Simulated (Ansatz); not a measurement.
Electronic density of states of amorphous Ga₂₄O₃₇K₂, density 4.61 g/cm³, on a 2×2×2 Γ-centred mesh with a Gaussian width of 0.1 eV; energies count from the Fermi level, whose place inside the gap is arbitrary. Cell and mesh are small, so fine structure isn't converged. All values below come from PBE, scalar-relativistic without spin-orbit coupling (plane waves to 420 eV, PAW; Ansatz, an electronic-structure program). Sampling: a 2×2×2 Γ-centred mesh; Fermi-Dirac width 0.02 eV; no spin polarisation. At PBE the levels at the filled edge of the gap are localised (band-tail or defect states), and the nearest spread-out levels lie 2.1 eV apart at the zone centre.

Preparation: random packing, a CHGNet melt and quench, and a DFT relaxation. O atoms were pushed apart under 1.9 Å during the dynamics, to hinder bonds among them. The hot cell started wider than the set density and was brought back towards it in steps. It is the lowest in DFT energy of 2 quenches. It is a model cell: composition and starting density were chosen by hand, and all elements were melted together. No dispersion term was used. Its density started from a set value of 4.79 and ended at 4.61 g/cm³. The quench (nominally 220 K/ps over its main leg) was far faster than any real one, so the model tends to hold more defects than a real film. One small periodic cell is one sample of the glass; other quenches scatter about these values. Volume and shape were free in the relaxation.

(E - EF (eV), states/(eV atom)): (-12.00, 0.32); (-11.90, 0.55); (-11.80, 0.52); (-11.70, 0.24); (-11.60, 0.04); (-11.50, 0.00); (-11.40, 0.00); (-11.30, 0.00); (-11.20, 0.00); (-11.10, 0.00); (-11.00, 0.00); (-10.90, 0.00); (-10.80, 0.00); (-10.70, 0.00); (-10.60, 0.00); (-10.50, 0.00); (-10.40, 0.00); (-10.30, 0.00); (-10.20, 0.00); (-10.10, 0.00); (-10.00, 0.00); (-9.90, 0.00); (-9.80, 0.00); (-9.70, 0.00); (-9.60, 0.00); (-9.50, 0.00); (-9.40, 0.00); (-9.30, 0.00); (-9.20, 0.00); (-9.10, 0.00); (-9.00, 0.00); (-8.90, 0.00); (-8.80, 0.00); (-8.70, 0.00); (-8.60, 0.00); (-8.50, 0.00); (-8.40, 0.00); (-8.30, 0.00); (-8.20, 0.00); (-8.10, 0.00); (-8.00, 0.00); (-7.90, 0.00); (-7.80, 0.05); (-7.70, 0.19); (-7.60, 0.33); (-7.50, 0.34); (-7.40, 0.35); (-7.30, 0.34); (-7.20, 0.27); (-7.10, 0.32); (-7.00, 0.32); (-6.90, 0.33); (-6.80, 0.34); (-6.70, 0.32); (-6.60, 0.29); (-6.50, 0.29); (-6.40, 0.30); (-6.30, 0.31); (-6.20, 0.29); (-6.10, 0.25); (-6.00, 0.24); (-5.90, 0.28); (-5.80, 0.29); (-5.70, 0.24); (-5.60, 0.18); (-5.50, 0.26); (-5.40, 0.38); (-5.30, 0.43); (-5.20, 0.42); (-5.10, 0.43); (-5.00, 0.40); (-4.90, 0.37); (-4.80, 0.40); (-4.70, 0.46); (-4.60, 0.52); (-4.50, 0.54); (-4.40, 0.50); (-4.30, 0.50); (-4.20, 0.51); (-4.10, 0.50); (-4.00, 0.50); (-3.90, 0.57); (-3.80, 0.59); (-3.70, 0.55); (-3.60, 0.62); (-3.50, 0.65); (-3.40, 0.66); (-3.30, 0.64); (-3.20, 0.67); (-3.10, 0.68); (-3.00, 0.61); (-2.90, 0.62); (-2.80, 0.68); (-2.70, 0.72); (-2.60, 0.75); (-2.50, 0.66); (-2.40, 0.70); (-2.30, 0.80); (-2.20, 0.89); (-2.10, 0.92); (-2.00, 0.88); (-1.90, 0.81); (-1.80, 0.89); (-1.70, 0.97); (-1.60, 0.95); (-1.50, 0.88); (-1.40, 0.78); (-1.30, 0.61); (-1.20, 0.60); (-1.10, 0.61); (-1.00, 0.43); (-0.90, 0.21); (-0.80, 0.07); (-0.70, 0.01); (-0.60, 0.00); (-0.50, 0.00); (-0.40, 0.00); (-0.30, 0.00); (-0.20, 0.00); (-0.10, 0.00); (0.00, 0.00); (0.10, 0.00); (0.20, 0.00); (0.30, 0.00); (0.40, 0.00); (0.50, 0.00); (0.60, 0.00); (0.70, 0.00); (0.80, 0.02); (0.90, 0.02); (1.00, 0.00); (1.10, 0.00); (1.20, 0.00); (1.30, 0.00); (1.40, 0.00); (1.50, 0.01); (1.60, 0.04); (1.70, 0.03); (1.80, 0.01); (1.90, 0.02); (2.00, 0.06); (2.10, 0.06); (2.20, 0.04); (2.30, 0.07); (2.40, 0.08); (2.50, 0.06); (2.60, 0.06); (2.70, 0.06); (2.80, 0.06); (2.90, 0.08); (3.00, 0.08); (3.10, 0.10); (3.20, 0.09); (3.30, 0.07); (3.40, 0.08); (3.50, 0.07); (3.60, 0.11); (3.70, 0.18); (3.80, 0.22); (3.90, 0.19); (4.00, 0.17); (4.10, 0.22); (4.20, 0.22); (4.30, 0.20); (4.40, 0.23); (4.50, 0.24); (4.60, 0.21); (4.70, 0.23); (4.80, 0.24); (4.90, 0.30); (5.00, 0.32); (5.10, 0.33); (5.20, 0.33); (5.30, 0.33); (5.40, 0.35); (5.50, 0.34); (5.60, 0.34); (5.70, 0.32); (5.80, 0.30); (5.90, 0.32); (6.00, 0.36); (6.10, 0.35); (6.20, 0.34); (6.30, 0.36); (6.40, 0.33); (6.50, 0.32); (6.60, 0.37); (6.70, 0.41); (6.80, 0.37); (6.90, 0.40); (7.00, 0.41); (7.10, 0.36); (7.20, 0.35); (7.30, 0.36); (7.40, 0.30)

The level gap on this mesh is 1.71 eV; the broadening fills part of it in the curve.
